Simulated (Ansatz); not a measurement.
The starting structures come from a database of crystals and need not be the phases stable at ambient conditions.

 Where the default PAW files enter, the runs use the earlier of Ansatz's two default sets.

## Evanescent states of Sr$_{3}$BiN (Pm-3m, anti-perovskite, not sure to be the ambient phase, 5 atoms a cell, 28.7 Å³ an atom) along the normal of (111)

All values below come from r2SCAN (plane waves, PAW; Ansatz, a quantum-chemistry and plane-wave program).

The gap is the functional's own. No spin-orbit coupling. Mid-gap values are interpolated on the energy grid.

Energies count from the valence-band top; κ is the least over a 6×6 mesh across the current.

```
E (eV)  κ (1/Å)  where
------  -------  -----
0.03      0.026      Γ
0.07      0.043      Γ
0.12      0.054      Γ
0.17      0.061      Γ
0.23      0.067      Γ
0.28      0.071      Γ
0.33      0.074      Γ
0.38      0.076      Γ
0.42      0.077      Γ
0.47      0.077      Γ
0.53      0.064      Γ
0.57      0.040      Γ
```

How thick must the barrier be to attenuate the transmission by 10^8 when the electrodes' Fermi level lies at 0.33 eV, and what attenuation does that film give at 0.17 eV?

d = 8 ln 10 / (2 × 0.074) = 124.5 Å. At 0.17 eV it gives 8 × 0.061/0.074 = 6.6 decades.
